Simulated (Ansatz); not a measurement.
## ZnO: stress against strain

ZnO (wurtzite, P6_3mc, 11.330 Å³/atom at rest, c along z) under an equal strain ε in the (0001) plane with the normal axis free, as in a coherent film. LDA in Ansatz, a plane-wave DFT program (PAW, default set), 420 eV, 12×12×7 Γ-centred mesh, Fermi-Dirac smearing 0.05 eV; ions are relaxed within the symmetry of each cell. Stress is positive for a compressed cell.

Here s stands for strain and y for stress xx.

```
strain (%)  stress xx (GPa)
----------  ---------------
-3.00                     ?
-1.20                  2.81
-0.60                  1.40
0.00                   0.00
0.60                  -1.38
1.20                  -2.73
```

Fit y of the 5 rows that show it with a straight line. Means: s 0, y 0.020. About the means, the sum of products is -8.3160 and the sum of squares of s is 3.6000; the slope is their ratio. Least squares gives y = 0.020 - 2.3100·s. Residuals (row less fit): 0.018, -0.006, -0.020, -0.014, 0.022; standard error 0.022 (degrees of freedom: 3). The slope gives the biaxial elastic modulus of this plane = 231 ± 1.2 GPa.

Question: Estimate the missing y (s = -3.00); what did the run itself give?

Answer: y = 0.020 - 2.3100 × (-3.0) = 6.950 GPa. The calculation gives 7.14 GPa, 0.190 GPa above the prediction (1.9 % of the range of y in the table). The row lies outside the fitted rows, so this is an extrapolation. From the scatter of the fitted rows alone, a prediction at this place has a standard error of 0.042 GPa, so the miss is 4.5 times that.

One order more, fitted to all 11 runs of the series, follows each within 0.04, so the miss is the next term of a smooth law. Rows are the converged runs of the series near zero and its far end; series whose fitted rows scatter by over a few per cent of the range, as at a crossing or softening among them, aren't shown in this form. Most that stay on the fit to the last digits aren't either.
